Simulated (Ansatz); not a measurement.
## A constructed model of the (100) surface of fcc Pd, a layer of Ge in place of the second plane (bottom of the slab: a bare face, its two planes held)

All values below come from PBE (plane waves to 420 eV, PAW; Ansatz, a program for electronic structure).

Model: 6-atom slab, 9.6 Å thick at the start (thin: gaps and levels are the slab's own), 13x13x1 mesh, Fermi-Dirac 0.1 eV, dipole correction, 2 atoms held, the rest relaxed; symmetry of the start imposed; no spin, no spin-orbit, no U. It is one candidate, not shown to be the stable structure of the face.

The work function of the top face is 4.68 eV and the energy released by relaxation comes out as 0.11 eV. The cost is about 110 core-seconds (a rough figure).
